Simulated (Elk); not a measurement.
# Elk run on ScAu4 (I4/m, 5 atoms in the cell): self-consistent single point

Method: LDA (PW92), all-electron FP-LAPW, Elk's shipped species files, APW+lo basis with extra local orbitals (Elk).

Input:

```
tasks
  0

rgkmax
  8.0

gmaxvr
  16.0

nxlo
  2

lorbcnd
  .true.

rmtscf
  0.91

lmaxi
  2

stype
  0

swidth
  0.00999582

maxscl
  100

avec
   -6.1825848366    6.1825848366    3.8033950793
    6.1825848366   -6.1825848366    3.8033950793
    6.1825848366    6.1825848366   -3.8033950793

sppath
  'species/'

atoms
  2
  'Sc.in'
  1
  0.0000000000  0.0000000000  0.0000000000    0.0 0.0 0.0
  'Au.in'
  4
  0.7971800000  0.6023500000  0.3995300000    0.0 0.0 0.0
  0.2028200000  0.3976500000  0.6004700000    0.0 0.0 0.0
  0.6023500000  0.2028200000  0.8051700000    0.0 0.0 0.0
  0.3976500000  0.7971800000  0.1948300000    0.0 0.0 0.0

ngridk
  6 6 6
```

Output (repeated stretches shortened):

```
│ Elk code version 10.2.4 │

All units are atomic (Hartree, Bohr, etc.)

│ Ground-state run starting from atomic densities │

Lattice vectors :
  -6.182584837       6.182584837       3.803395079
   6.182584837      -6.182584837       3.803395079
   6.182584837       6.182584837      -3.803395079

Unit cell volume      :    581.5292988
Brillouin zone volume :   0.4265480930

Muffin-tin inner radius fraction :   0.1000000000E-01

Nuclei treated as point charges

Species :    1 (Sc)
 parameters loaded from : Sc.in
 name : scandium
 nuclear charge    :   -21.00000000
 electronic charge :    21.00000000
 atomic mass :    81949.61066
 muffin-tin radius :    2.184000000
 number of radial points in muffin-tin :    497
 atomic positions (lattice), magnetic fields (Cartesian) :
   1 :   0.00000000  0.00000000  0.00000000    0.00000000  0.00000000  0.00000000

Species :    2 (Au)
 parameters loaded from : Au.in
 name : gold
 nuclear charge    :   -79.00000000
 electronic charge :    79.00000000
 atomic mass :    359048.0559
 muffin-tin radius :    2.548000000
 number of radial points in muffin-tin :    697
 atomic positions (lattice), magnetic fields (Cartesian) :
   1 :  -0.20282000 -0.39765000  0.39953000    0.00000000  0.00000000  0.00000000
   2 :   0.20282000  0.39765000 -0.39953000    0.00000000  0.00000000  0.00000000
   3 :  -0.39765000  0.20282000 -0.19483000    0.00000000  0.00000000  0.00000000
   4 :   0.39765000 -0.20282000  0.19483000    0.00000000  0.00000000  0.00000000

Total number of atoms per unit cell :    5

Spin treatment :
 spin-unpolarised

Number of Bravais lattice symmetries :   16
Number of crystal symmetries         :    8
Crystal has inversion symmetry
Real symmetric eigensolver will be used

k-point grid :      6     6     6
k-point offset :    0.000000000       0.000000000       0.000000000
k-point set is reduced with full crystal symmetry group
Total number of k-points :       36

Muffin-tin radius times maximum |G+k| :    8.000000000
 using average radius
Maximum |G+k| for APW functions       :    3.232062056
Maximum (1/2)|G+k|²                   :    5.223112566
Maximum |G| for potential and density :    16.00000000
 potential will be trimmed for |G| > 2 gkmax
Constant for pseudocharge density :   10
Radial integration step length :    4

G-vector grid sizes :     49    49    49
Number of G-vectors :    40279

Maximum angular momentum used for
 APW functions                      :    8
 outer part of muffin-tin           :    6
 inner part of muffin-tin           :    2

Total nuclear charge    :   -337.0000000
Total core charge       :    202.0000000
Total valence charge    :    135.0000000
Total excess charge     :    0.000000000
Total electronic charge :    337.0000000

Effective Wigner radius, rₛ :   0.7440766854

Number of empty states         :   20
Total number of valence states :   88
Total number of core states    :  202

Conduction state local-orbitals added automatically
Total number of local-orbitals :  478

Exchange-correlation functional :      3     0     0
 Perdew-Wang/Ceperley-Alder, Phys. Rev. B 45, 13244 (1992)
 gradient requirement :    0
 local density approximation (LDA)

Smearing type :    0
 Gaussian
Smearing width :   0.9995820000E-02
Effective electronic temperature (K) :    3156.430308

Mixing type :    3
 Broyden mixing, J. Phys. A: Math. Gen. 17, L317 (1984)

Kohn-Sham potential initialised from atomic data

│ Self-consistent loop started │
│ Loop number : 1 │
 total energy                :     -76853.1851249
│ Loop number : 2 │
 total energy                :     -76857.5702543
RMS change in Kohn-Sham potential (target) :   0.2830091701     (  0.1000000000E-05)
Absolute change in total energy (target)   :    4.385129378     (  0.1000000000E-03)
│ Loop number : 3 │
 total energy                :     -76885.8174747
RMS change in Kohn-Sham potential (target) :   0.1870468642     (  0.1000000000E-05)
Absolute change in total energy (target)   :    29.34350274     (  0.1000000000E-03)
│ Loop number : 4 │
 total energy                :     -76900.1456718
RMS change in Kohn-Sham potential (target) :   0.1265018159     (  0.1000000000E-05)
Absolute change in total energy (target)   :    21.66407288     (  0.1000000000E-03)
│ Loop number : 5 │
 total energy                :     -76907.6497697
RMS change in Kohn-Sham potential (target) :   0.8513064832E-01 (  0.1000000000E-05)
Absolute change in total energy (target)   :    12.92011607     (  0.1000000000E-03)
│ Loop number : 6 │
 total energy                :     -76911.8269750
RMS change in Kohn-Sham potential (target) :   0.3607937466E-01 (  0.1000000000E-05)
Absolute change in total energy (target)   :    7.407234327     (  0.1000000000E-03)
│ Loop number : 7 │
 total energy                :     -76913.7796390
RMS change in Kohn-Sham potential (target) :   0.3531845798E-02 (  0.1000000000E-05)
Absolute change in total energy (target)   :    3.804472555     (  0.1000000000E-03)
│ Loop number : 8 │
 total energy                :     -76912.4685726
RMS change in Kohn-Sham potential (target) :   0.9888660405E-03 (  0.1000000000E-05)
Absolute change in total energy (target)   :   0.3599482069     (  0.1000000000E-03)
│ Loop number : 9 │
 total energy                :     -76912.4026746
RMS change in Kohn-Sham potential (target) :   0.4712586281E-03 (  0.1000000000E-05)
Absolute change in total energy (target)   :   0.1558850970     (  0.1000000000E-03)
│ Loop number : 10 │
 total energy                :     -76912.2657908
RMS change in Kohn-Sham potential (target) :   0.1517873523E-03 (  0.1000000000E-05)
Absolute change in total energy (target)   :   0.1758550940     (  0.1000000000E-03)
│ Loop number : 11 │
 total energy                :     -76912.2341508
RMS change in Kohn-Sham potential (target) :   0.4268271126E-04 (  0.1000000000E-05)
Absolute change in total energy (target)   :   0.7560376893E-01 (  0.1000000000E-03)
│ Loop number : 12 │
 total energy                :     -76912.2242606
RMS change in Kohn-Sham potential (target) :   0.4364620247E-05 (  0.1000000000E-05)
Absolute change in total energy (target)   :   0.2879113877E-01 (  0.1000000000E-03)
│ Loop number : 13 │
 total energy                :     -76912.2220171
RMS change in Kohn-Sham potential (target) :   0.4375359702E-05 (  0.1000000000E-05)
Absolute change in total energy (target)   :   0.9441240778E-02 (  0.1000000000E-03)
│ Loop number : 14 │
 total energy                :     -76912.2225703
RMS change in Kohn-Sham potential (target) :   0.1952852074E-05 (  0.1000000000E-05)
Absolute change in total energy (target)   :   0.1807162655E-02 (  0.1000000000E-03)
│ Loop number : 15 │
 total energy                :     -76912.2229622
RMS change in Kohn-Sham potential (target) :   0.3556389370E-06 (  0.1000000000E-05)
Absolute change in total energy (target)   :   0.5983952724E-04 (  0.1000000000E-03)
Convergence targets achieved

│ Loop number : 16 │

Energies :
 Fermi                       :     0.359640979765
 sum of eigenvalues          :     -47267.9639158
 electron kinetic            :      88246.3570655
 core electron kinetic       :      84648.3884760
 Coulomb                     :     -163701.553875
 Coulomb potential           :     -133580.158461
 nuclear-nuclear             :     -5690.74351607
 electron-nuclear            :     -182441.462258
 Hartree                     :      24430.6518985
 Madelung                    :     -96911.4746450
 xc potential                :     -1934.16252047
 exchange                    :     -1422.19945743
 correlation                 :     -34.8266459119
 total energy                :     -76912.2229133

Density of states at Fermi energy :    47.33644493
 (states/Hartree/unit cell)

Estimated indirect band gap :   0.3002073995E-02
 from k-point      9 to k-point     35
Estimated direct band gap   :   0.1287508617E-01
 at k-point     12

Charges :
 core                        :    202.0000000
 valence                     :    135.0000000
 interstitial                :    7.672190062
 muffin-tins (core leakage)
  species :    1 (Sc)
   atom    1                 :    18.77293946     (  0.3347815181E-07)
  species :    2 (Au)
   atom    1                 :    77.63871762     (  0.3801286723E-03)
   atom    2                 :    77.63871762     (  0.3801286723E-03)
   atom    3                 :    77.63871762     (  0.3801286723E-03)
   atom    4                 :    77.63871762     (  0.3801286723E-03)
 total in muffin-tins        :    329.3278099
 total calculated charge     :    336.9870833
 total charge                :    337.0000000
 error                       :   0.1291670331E-01

│ Self-consistent loop stopped │
```

The run converged in 16 iterations. The count includes the last loop, which Elk runs after its targets are met.

The starting cell comes from a database of computed structures (which also holds hypothetical and non-ambient phases and stackings), without a prior relaxation at this level. Its lattice was rescaled by a random factor within 2.5 % of one. Spin-orbit coupling is off. Values depend on the basis (sphere radii, cutoffs, local orbitals), which need not be converged. The log's line on a gap gives a spacing of levels on this mesh, which the program prints for metals too.

Cost on one core of a shared machine: roughly 2 min.
